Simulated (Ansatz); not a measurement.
Reference: V$_{3}$Mo (Fm-3m), PBEsol, DFPT electron-phonon coupling, linearised Boltzmann equation (plane waves, PAW, scalar-relativistic; Ansatz, a program for electronic structure); geometry: relaxed with this functional, without spin-orbit coupling.

```cif
data_Mo4V12
_chemical_formula_sum 'V12 Mo4'
_space_group_name_H-M_alt 'Fm-3m'
_space_group_IT_number 225
_space_group_name_Hall '-F 4 2 3'
_cell_length_a 5.99585
_cell_length_b 5.99585
_cell_length_c 5.99585
_cell_angle_alpha 90.000
_cell_angle_beta 90.000
_cell_angle_gamma 90.000
loop_
_atom_site_label
_atom_site_type_symbol
_atom_site_symmetry_multiplicity
_atom_site_Wyckoff_symbol
_atom_site_fract_x
_atom_site_fract_y
_atom_site_fract_z
_atom_site_occupancy
V1 V 8 c 0.25000 0.25000 0.25000 1
V2 V 4 b 0.50000 0.50000 0.50000 1
Mo1 Mo 4 a 0.00000 0.00000 0.00000 1
```
(The calculation used a cell of 4 atoms; values per cell refer to that cell.)

| Item | Value |
|---|---|
| resistivity at 300 K | 14.1 μΩ·cm |
| mean free path at 300 K | 3.4 nm |
| electron-phonon coupling λ | 0.85 |
| logarithmic mean phonon energy | 18.3 meV |

### Question
Replace Mo by Ru on the same sites and relax. What happens?

### Answer
V3Ru (Fm-3m): volume per atom 13.5 to 12.9 Å³; resistivity at 300 K falls (14.1 μΩ·cm to 7.5 μΩ·cm); mean free path at 300 K rises (3.4 nm to 12.6 nm); electron-phonon coupling λ falls (0.85 to 0.23); logarithmic mean phonon energy rises (18.3 meV to 28 meV).

### Question
Swap Mo for Os, keeping the structure type. How do these values move?

### Answer
V3Os (Fm-3m): volume per atom 13.5 to 13.0 Å³; resistivity at 300 K falls (14.1 μΩ·cm to 6.2 μΩ·cm); mean free path at 300 K rises (3.4 nm to 15.7 nm); electron-phonon coupling λ falls (0.85 to 0.198); logarithmic mean phonon energy rises (18.3 meV to 27 meV).

### Question
Replace Mo by Re on the same sites and relax. What happens?

### Answer
V3Re (Fm-3m): volume per atom 13.5 to 13.2 Å³; resistivity at 300 K falls (14.1 μΩ·cm to 8.2 μΩ·cm); mean free path at 300 K rises (3.4 nm to 7.9 nm); electron-phonon coupling λ falls (0.85 to 0.42); logarithmic mean phonon energy rises (18.3 meV to 21 meV).

Moves up to 11 % count as about the same. Metals; harmonic phonons alone scatter; means over directions. The mean free path is weighted by the current that each state carries. Halving the electron mesh moves these values by up to 8 %; q meshes are mostly untested. Spin-orbit coupling is left out.

Computed structure with no diffraction record at hand here (it may be known, metastable or hypothetical): V3Mo (Fm-3m), V3Os (Fm-3m), V3Re (Fm-3m), V3Ru (Fm-3m). Treated as nonmagnetic (a ferromagnetic start lost its moment, other orders weren't tried): V3Mo (Fm-3m), V3Os (Fm-3m), V3Re (Fm-3m), V3Ru (Fm-3m). The missing spin-orbit coupling matters most for V3Os (Fm-3m), V3Re (Fm-3m).
